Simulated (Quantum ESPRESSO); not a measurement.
Several settings converged on Li3Ag (I4mm, 4 atoms in the cell)

```xyz
4
Lattice="-2.1028 2.1028 3.6576 2.1028 -2.1028 3.6576 2.1028 2.1028 -3.6576" Properties=species:S:1:pos:R:3 pbc="T T T"
Li     2.1028     0.0000     1.8288
Li     0.0000     2.1028     1.8288
Li     0.0000     0.0000     3.7076
Ag     0.0000     0.0000     0.0000
```

Base method: PBEsol, GBRV 1.5 ultrasoft (PBESOL) pseudopotentials (plane waves; Quantum ESPRESSO).

Base settings: ecutwfc = 40 Ry; ecutrho = 320 Ry; occupations = smearing; smearing = gaussian; degauss = 0.0073499 Ry; potentials = {Li: li_pbesol_v1.4.uspp.F.UPF, Ag: ag_pbesol_v1.4.uspp.F.UPF}; K_POINTS = automatic 5 5 5 0 0 0; conv_thr = 1e-09 Ry; mixing_beta = 0.4.

The count of work is k-points × plane waves × bands × iterations; it is no time. 

**The k-point mesh**

Only quantities that move along the ladder and can be compared are tabulated.

| K_POINTS | free energy less the last step's (meV/atom) | pressure (GPa) | largest difference of a force vector from the last step's (eV/Å) | count of work / last |
|---|---|---|---|---|
| automatic 2 2 2 0 0 0 | -163.48 | -0.65 | 0.006 | 0.0083 |
| automatic 3 3 3 0 0 0 | 35.95 | 0.49 | 0.009 | 0.014 |
| automatic 4 4 4 0 0 0 | 8.89 | -0.50 | 0.003 | 0.027 |
| automatic 5 5 5 0 0 0 | -2.38 | -0.46 | 0.001 | 0.033 |
| automatic 7 7 7 0 0 0 | -1.77 | -0.50 | 0.001 | 0.073 |
| automatic 9 9 9 0 0 0 | -0.15 | -0.48 | 0.000 | 0.15 |
| automatic 19 19 19 0 0 0 | 0.00 | -0.47 | 0.000 | 1.0 |

Coarsest K_POINTS that holds the forces within 0.005 eV/Å of the last step, with all finer ones: automatic 4 4 4 0 0 0, at 0.027 of the last step's count of work; the step before is off by 0.009 eV/Å.

Coarsest K_POINTS that holds the free energy within 5 meV/atom of the last step, with all finer ones: automatic 5 5 5 0 0 0, at 0.033 of the last step's count of work; the step before is off by 8.9 meV/atom.

Coarsest K_POINTS that holds the pressure within 0.2 GPa of the last step, with all finer ones: automatic 4 4 4 0 0 0, at 0.027 of the last step's count of work; the step before is off by 0.96 GPa.

**The k-point mesh at a smearing width of 0.02 eV**

In this ladder: degauss = 0.00147 Ry.

Only quantities that move along the ladder and can be compared are tabulated.

```tsv
K_POINTS	free energy less the last step's (meV/atom)	pressure (GPa)	count of work / last
automatic 4 4 4 0 0 0	11.17	-0.52	0.016
automatic 6 6 6 0 0 0	-4.01	-0.48	0.034
automatic 8 8 8 0 0 0	0.87	-0.43	0.062
automatic 22 22 22 0 0 0	0.00	-0.48	1.0
```

Coarsest K_POINTS that holds the free energy within 2 meV/atom of the last step, with all finer ones: automatic 8 8 8 0 0 0, at 0.062 of the last step's count of work; the step before is off by 4.0 meV/atom.

**The number of bands**

The mesh stays at the base's, so the ladder's end is converged at best in this setting alone.

Only quantities that move along the ladder and can be compared are tabulated.

| nbnd | free energy less the last step's (meV/atom) | pressure (GPa) | count of work / last |
|---|---|---|---|
| 14 | 166.93 | 0.56 | 1.5 |
| 16 | 0.00 | -0.46 | 0.49 |
| 18 | 0.00 | -0.46 | 0.49 |
| 24 | 0.00 | -0.46 | 0.52 |
| 46 | 0.00 | -0.45 | 1.0 |

Coarsest nbnd that holds the free energy within 2 meV/atom of the last step, with all finer ones: 16; the step before is off by 170 meV/atom.

Coarsest nbnd that holds the pressure within 0.5 GPa of the last step, with all finer ones: 16; the step before is off by 1.0 GPa.

On the base run: the starting cell comes from a database of computed structures (which also holds hypothetical and non-ambient phases and stackings), without a prior relaxation at this level. Its lattice was rescaled by up to half a per cent. One atom was moved a little off its site on purpose.
